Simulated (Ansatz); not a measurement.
Base system: Na in the bcc (W type) structure (space group Im-3m, No. 229; relaxed with 0.1 eV smearing).

```
Na
1.0
   -2.11302     2.11302     2.11302
    2.11302    -2.11302     2.11302
    2.11302     2.11302    -2.11302
Na
1
Direct
  0.00000   0.00000   0.00000
```

Cartesian axes are those of the cell as printed.

Computed with r2SCAN (Ansatz, a first-principles code, PAW, no SOC), earlier PAW set.

Strains are applied to the cell and any free atomic positions relax; under biaxial strain the out-of-plane vector relaxes too.

One change was made to it. Results:

The shortest interatomic distance rises by 0.043 Å, from 3.660 Å to 3.703 Å; the energy increases by 1.1 meV/atom.

**Question.** Which change produced these results?
A. uniaxial strain ε_yy = +3.46 %
B. strain tensor (xx, yy, zz, yz, xz, xy) = (+1.12, +1.28, −2.64, −0.92, +0.54, −0.70) %
C. isotropic strain +2.39 %
D. isotropic strain −4.76 %
E. biaxial strain −2.38 %, plane normal [001], relaxed out of plane

**Answer.** A, uniaxial strain ε_yy = +3.46 %. For comparison, the shortest interatomic distance in the other runs: isotropic strain +2.39 % gives 3.747 Å; biaxial strain −2.38 %, plane normal [001], relaxed out of plane gives 3.657 Å; isotropic strain −4.76 % gives 3.486 Å; strain tensor (xx, yy, zz, yz, xz, xy) = (+1.12, +1.28, −2.64, −0.92, +0.54, −0.70) % gives 3.631 Å.

Whether these cells are dynamically stable was not tested.
